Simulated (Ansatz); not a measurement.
Base system: BaCd2P2 (space group P-3m1, No. 164; a = 4.368 Å, c = 7.468 Å; a cell from a computed database, its experimental status unchecked).

Levels (all Ansatz, a first-principles code, PAW): PBEsol (420 eV, no spin-orbit coupling); r2SCAN (500 eV, no spin-orbit coupling); HSE06 (420 eV, no SOC).

At the geometry relaxed with PBEsol, these levels gave the following band gaps, in shuffled order: (a) 1.60 eV, (b) 1.21 eV, (c) 0.77 eV.

**Question.** Match each gap to its level.

**Answer.** (a) HSE06; (b) r2SCAN; (c) PBEsol.

Single points use the geometry relaxed with PBEsol. HSE06 was sampled on its mesh, a few special points and the semilocal edge points, so its gap is an upper bound. Stability against distortions was not tested.
